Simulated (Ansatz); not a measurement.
The reference is Cs (space group I4_1/amd, No. 141; a = 5.023 Å, c = 18.197 Å; a cell from a computed database, its experimental status unchecked).

The values are results of plane-wave PAW DFT at the PBEsol level (Ansatz, a quantum-chemistry and plane-wave program, 420 eV), no spin-orbit coupling, not measurements.

For the base:

The volume per atom comes out as 114.77 Å³ and the c/a ratio is 3.623.

It is then changed as follows: every Cs is replaced by K, then cell and atoms are relaxed.

Tabulated Pauling electronegativity and covalent radius: Cs 0.79, 2.44 Å; K 0.82, 2.03 Å.

Problem. How does this affect the volume per atom?

Solution. The volume per atom decreases by 40.785 Å³ (114.77 Å³ → 73.99 Å³).

Problem. How does this affect the c/a ratio?

Solution. The c/a ratio grows by 0.025 (3.623 → 3.648).

Whether these cells are dynamically stable was not tested. For K in this form, whether it has been made was not checked. This is not the structure that K has at room temperature and ambient pressure. This is not the structure that Cs has at room temperature and ambient pressure.
